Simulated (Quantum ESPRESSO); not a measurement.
Quantum ESPRESSO is run on Bi₂Se₃ (R-3m, 5 atoms in the cell), and the run fails. The aim is a self-consistent single point with DFT, PBEsol, plane waves, SSSP 1.1.2 efficiency (PBE) pseudopotentials.

Input:

```fortran
&CONTROL
   calculation = 'scf'
   prefix = 'Bi2Se3'
   outdir = './tmp/'
   pseudo_dir = './'
   tprnfor = .true.
   tstress = .true.
/
&SYSTEM
   ibrav = 5
   celldm(1) = 19.108048323
   celldm(4) = 0.91664730061
   nat = 5
   ntyp = 2
   ecutwfc = 40
   ecutrho = 320
   occupation = 'smearing'
   smearing = 'gaussian'
   degauss = 0.0036749
   input_dft = 'pbesol'
/
&ELECTRONS
   conv_thr = 1e-10
/
ATOMIC_SPECIES
Bi   208.9804  Bi_pbe_v1.uspp.F.UPF
Se    78.9710  Se_pbe_v1.uspp.F.UPF
ATOMIC_POSITIONS {crystal}
Bi    0.398440000    0.398440000    0.398440000
Bi    0.601560000    0.601560000    0.601560000
Se    0.000000000    0.000000000    0.000000000
Se    0.215717000    0.215717000    0.215717000
Se    0.784283000    0.784283000    0.784283000
K_POINTS {automatic}
5 5 5  0 0 0
```

The program printed (abridged):

```
     This program is part of the open-source Quantum ESPRESSO suite
     for quantum simulation of materials; please cite

 %%%%%%%%%%%%%%%%%%%%%%%%%%%%%%%%%%%%%%%%%%%%%%%%%%%%%%%%%%%%%%%%%%%%%%%%%%%%%%
     Error in routine  read_namelists (1):
      bad line in namelist &system: "   occupation = 'smearing'" (error could be in the previous line)
 %%%%%%%%%%%%%%%%%%%%%%%%%%%%%%%%%%%%%%%%%%%%%%%%%%%%%%%%%%%%%%%%%%%%%%%%%%%%%%

     stopping ...
```

**Question.** From the messages shown, name the fault and mend the input.

**Answer.** The fault is a keyword that the program does not know. The program does not know a key of this name. To fix it, use the program's own name for the key. The program stopped before any SCF iteration.

The sound input it was made from differs as follows (other fixes are possible):
```diff
-   occupation = 'smearing'
+   occupations = 'smearing'
```

With that input, the run converged in 12 iterations: free energy E − TS -6796.5584 eV; top of the valence band (on the code's own zero) 7.29 eV; gap on the k-point mesh 0.34 eV; pressure -0.35 GPa; largest force (vector length) 0.181 eV/Å (DFT, PBEsol, plane waves, SSSP 1.1.2 efficiency (PBE) pseudopotentials).

On the sound input: the starting cell comes from a database of computed structures (which also holds hypothetical and non-ambient phases and stackings), without a prior relaxation at this level. Its lattice was rescaled by a random factor within 2.5 % of one. Spin-orbit coupling is off.
